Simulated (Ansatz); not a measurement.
## The (0001) surface of wurtzite GaN, Ga-terminated, 2x2 with 2 H on 4 top atoms (bottom of the slab: 3 H on 4 bottom sites)

These are PBE (plane waves to 420 eV, PAW; Ansatz, a first-principles code) values and carry that method's errors.

Model: 45-atom slab, 13.8 Å thick at the start with caps and adatoms (thin: gaps and levels are the slab's own), 4x4x1 mesh, Fermi-Dirac 0.025 eV, dipole correction, 8 atoms held, the rest relaxed; no symmetry held; spin-polarised, ending with about 0.9 μB a cell, a value that depends on the mesh; orders that need a larger cell were not tried, no spin-orbit, no U. The slab shows no gap on its mesh. It is one candidate, not shown to be the stable structure of the face.

```json
{
  "work_function_of_the_top_face": "4.60 eV",
  "energy_released_by_relaxation": "0.84 eV",
  "cost": "roughly 2.3 core-hours"
}
```
